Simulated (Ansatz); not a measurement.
Base system: WSe2 in the 2H-MoS2 type structure (space group P6_3/mmc, No. 194; a = 3.2305 Å, c = 12.4113 Å; layered, stacked along the Cartesian z axis).

All numbers come from Ansatz (an electronic-structure program), PBEsol-D3(BJ), PAW, cutoff 420 eV, no spin-orbit coupling.

Base values:

```
Item                                         Result
----------------------------  ---------------------
In-plane lattice parameter a                3.231 Å
Valence-band top at Γ         0.00, -0.78, -1.48 eV
Band gap                                    0.67 eV
```

The change: a free-standing slab of 2 layers (6 atoms, 3 a layer) is cut normal to the stacking axis, with 15 Å of vacuum and the in-plane cell relaxed.

Question: What does the calculation give for the hole mass after the change?

Answer: The hole mass (in plane) is 0.98 mₑ (at Γ).

Question: How does this affect the in-plane lattice parameter a?

Answer: The in-plane lattice parameter a rises by 0.005 Å, from 3.231 Å to 3.236 Å.

Question: What does the calculation give for the valence-band top at Γ after the change?

Answer: The valence-band top at Γ (three highest levels, from the VBM) goes from 0.00, -0.78, -1.48 eV to 0.00, -0.97, -1.33 eV.

Question: Predict the new band gap.

Answer: The band gap increases by 0.43 eV (0.67 eV → 1.10 eV).

With W present, leaving out spin-orbit coupling can change the band edges. Effective masses come from finite differences of ±0.01 Å⁻¹. Stability against distortions was not tested.
